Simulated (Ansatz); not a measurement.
We consider L1₂ (Cu3Au-type) Al3Sc, described by r²SCANh in Ansatz (PAW).

Total energies, extrapolated to zero smearing (they compare only within this program, potentials and cutoff):

```json
[
 {"system": "L1₂ (Cu3Au-type) Al3Sc, relaxed", "energy (eV/atom)": "-940.8086"},
 {"system": "hcp Sc", "energy (eV/atom)": "-2140.2250"},
 {"system": "fcc Al", "energy (eV/atom)": "-540.3189"}
]
```

Task: Work out the enthalpy of formation per atom.

Result: ΔH_f ≈ ΔE = -940.8086 − [1 × (-2140.2250) + 3 × (-540.3189)]/4 = -0.513 eV/atom (0 K, no vibrations). The reference value is -0.451 ± 0.02 eV/atom (measured, 298 K, copied from a table, unchecked, no zero-point or thermal correction; as tabulated in Wang et al. (2021), doi:10.1038/s41598-021-94550-5), a difference of -0.062 eV/atom.

The PAW data were made under PBE.

Ansatz is a first-principles code.
